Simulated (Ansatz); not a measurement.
The parent structure is AlP in the zinc blende structure (space group F-43m, No. 216).

```cif
data_AlP
_chemical_formula_sum 'P1 Al1'
_space_group_name_H-M_alt 'P 1'
_space_group_IT_number 1
_cell_length_a 3.86823
_cell_length_b 3.86823
_cell_length_c 3.86823
_cell_angle_alpha 60.000
_cell_angle_beta 60.000
_cell_angle_gamma 60.000
loop_
_space_group_symop_operation_xyz
  'x, y, z'
loop_
_atom_site_label
_atom_site_type_symbol
_atom_site_fract_x
_atom_site_fract_y
_atom_site_fract_z
_atom_site_occupancy
P1 P 0.25000 0.25000 0.25000 1
Al1 Al 0.00000 0.00000 0.00000 1
```

Method: PBEsol/PAW in Ansatz (an electronic-structure program), no spin-orbit coupling.

Before the change:

```
Item               Result
---------------  --------
Volume per atom  20.46 Å³
```

Modification: every P is replaced by Hg, then cell and atoms are relaxed.

Problem. What does the calculation give for the volume per atom after the change?

Solution. The volume per atom increases by 6.87 Å³ (20.46 Å³ → 27.33 Å³).

Whether these cells are dynamically stable was not tested. As relaxed here, AlHg is a hypothetical phase, not in the database extracts checked.
